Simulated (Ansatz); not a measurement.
In a (10,0) SiC nanotube, the lowest empty band has its minimum at Γ and lies 0.018 eV higher 0.0367 Å⁻¹ away along the axis.

Computed with PBE (plane waves to 420 eV, PAW; Ansatz, an electronic-structure program). Mesh 1×1×6. No spin polarisation. Periodic along z alone, with about 11 Å of vacuum beside it. A hypothetical model, rolled from the flat sheet. Only distortions within the start's symmetry and period were free.

Problem. Estimate the electron mass along the axis.

Solution. For a parabola ΔE = ħ²Δk²/2m, and ħ²/2mₑ = 3.810 eV Å². So m/mₑ = 3.810 × 0.0367²/0.018 = 0.29. The curvature over a step a third as long gives 0.27; the band is close to a parabola here.
